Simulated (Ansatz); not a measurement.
Seebeck coefficient (μV/K, mean over directions) of n-type YN (Fm-3m) against carrier density, HSE06 with spin-orbit coupling, rigid bands in Ansatz (a quantum-chemistry and plane-wave program). Computed gap 1.03 eV; densities at which minority carriers matter at this gap, or further valleys turn the trend, are left out. Conductivity mass 0.24 mₑ (harmonic mean over directions), N_c = 1.3e19 cm⁻³ at 300 K.

| electron density | 300 K | 500 K |
|---|---|---|
| 1e16 cm⁻³ | -834 | -901 |
| 1e17 cm⁻³ | -636 | [?] |
| 1e18 cm⁻³ | [?] | -505 |
| 3e18 cm⁻³ | -344 | -411 |
| 1e19 cm⁻³ | [?] | -309 |
| 3e19 cm⁻³ | -161 | -220 |
| 1e20 cm⁻³ | -87 | -133 |
| 3e20 cm⁻³ | -45 | -73 |
| 1e21 cm⁻³ | -22 | -36 |

Question: What belongs in the gaps?

Answer: 
- 1e17 cm⁻³, 500 K: -703
- 1e18 cm⁻³, 300 K: -438
- 1e19 cm⁻³, 300 K: -245

Rigid bands with a gap fixed in temperature, one relaxation time for all states, no polarons or phonon drag, and whether or not such doping can be reached. Geometry: cell and atoms relaxed with PBEsol.
